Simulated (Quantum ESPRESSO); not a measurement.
Worked example: self-consistent single point of ScNiC2 (P4/nmm, 8 atoms in the cell) in Quantum ESPRESSO.

Method: PBEsol, GBRV 1.5 ultrasoft (PBESOL) pseudopotentials (plane waves; Quantum ESPRESSO).

```
CELL_PARAMETERS angstrom
      3.37339     0.00000     0.00000
      0.00000     3.37339     0.00000
      0.00000     0.00000     7.25256
ATOMIC_POSITIONS crystal
  Sc 0.00000 0.50000 0.65720
  Sc 0.50000 0.00000 0.34280
  Ni 0.00000 0.00000 0.00000
  Ni 0.50000 0.50000 0.00000
  C  0.00000 0.50000 0.16395
  C  0.50000 0.00000 0.83605
  C  0.00000 0.50000 0.35351
  C  0.50000 0.00000 0.64649
```

Reference input (self-consistent single point, DFT, PBEsol, plane waves, GBRV 1.5 ultrasoft (PBESOL) pseudopotentials): ecutwfc = 50 Ry; ecutrho = 400 Ry; occupations = smearing; smearing = marzari-vanderbilt; degauss = 0.0147 Ry; potentials = {Sc: sc_pbesol_v1.uspp.F.UPF, Ni: ni_pbesol_v1.4.uspp.F.UPF, C: c_pbesol_v1.2.uspp.F.UPF}; K_POINTS = automatic 7 7 3 0 0 0; conv_thr = 1e-10 Ry; mixing_beta = 0.7. This run's input differs from it in these lines:

```diff
@@ -15,3 +15,3 @@
  smearing = 'marzari-vanderbilt',
- degauss = 0.0147,
+ degauss = 0.0073499,
 /
@@ -39,3 +39,3 @@
 K_POINTS {automatic}
-7 7 3  0 0 0
+8 8 4  0 0 0
```

Log, with long lists cut:

```
     Self-consistent Calculation

     iteration #  1     ecut=    50.00 Ry     beta= 0.70

     total energy              =    -902.64142530 Ry
     estimated scf accuracy    <      29.48657490 Ry

     iteration #  2     ecut=    50.00 Ry     beta= 0.70

     total energy              =    -863.14819348 Ry
     estimated scf accuracy    <     508.51487238 Ry

     iteration #  3     ecut=    50.00 Ry     beta= 0.70

     total energy              =    -919.76159299 Ry
     estimated scf accuracy    <      57.25157802 Ry

   [... 19 blocks of this kind left out ...]

     iteration # 23     ecut=    50.00 Ry     beta= 0.70

     total energy              =    -920.76695714 Ry
     estimated scf accuracy    <          1.9E-10 Ry

     iteration # 24     ecut=    50.00 Ry     beta= 0.70
     End of self-consistent calculation

     the Fermi energy is    14.0790 ev

!    total energy              =    -920.76695714 Ry
     estimated scf accuracy    <          1.5E-11 Ry
     smearing contrib. (-TS)   =      -0.00038820 Ry
     internal energy E=F+TS    =    -920.76656894 Ry

     convergence has been achieved in  24 iterations

     Forces acting on atoms (cartesian axes, Ry/au):

     atom    1 type  1   force =     0.00000000    0.00000000   -0.00220562
     atom    2 type  1   force =     0.00000000    0.00000000    0.00220562
     atom    3 type  2   force =     0.00000000    0.00000000    0.00000000
     atom    4 type  2   force =     0.00000000    0.00000000    0.00000000
     atom    5 type  3   force =     0.00000000    0.00000000   -0.01018631
   [... lines left out ...]

     Total force =     0.016599     Total SCF correction =     0.000003

          total   stress  (Ry/bohr**3)                   (kbar)     P=      -63.65
  -0.00047188   0.00000000   0.00000000          -69.42        0.00        0.00
   0.00000000  -0.00047188   0.00000000            0.00      -69.42        0.00
   0.00000000   0.00000000  -0.00035427            0.00        0.00      -52.11

   JOB DONE.
```

The run converged in 24 iterations. Against the reference run the free energy goes up by 1.9 meV/atom, the pressure stays near -6.36 GPa while the zz stress (positive for compression) goes from -5.55 to -5.21 GPa and the largest force goes from 0.283 to 0.262 eV/Å. The full log also holds: “c_bands:  1 eigenvalues not converged”.

The starting cell comes from a database of computed structures (which also holds hypothetical and non-ambient phases and stackings), without a prior relaxation at this level. Spin polarisation is off. With a pressure of about -6 GPa the cell is away from its equilibrium volume at this level.

Cost on one core of a shared machine: roughly 4 min.
